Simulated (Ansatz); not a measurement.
Take Ta in the bcc (W type) structure (space group Im-3m, No. 229; a = 3.3048 Å) as the base.

All numbers come from r2SCAN (Ansatz, a quantum-chemistry and plane-wave program; PAW; 500 eV plane waves; scalar-relativistic without spin-orbit coupling).

Base values:

| Quantity | Value |
|---|---|
| Pressure | 0.0 GPa |

Modification: every lattice vector is shortened by 1.22 %, atoms relaxed at fixed cell.

Question: What does the calculation give for the pressure after the change?

Answer: The pressure goes from zero to 8.1 GPa.

Question: What happens to the energy relative to the base?

Answer: The energy increases by 16 meV/atom.

The cells carry an imposed strain or load. No phonon test of stability was made. All final runs are without spin polarisation.
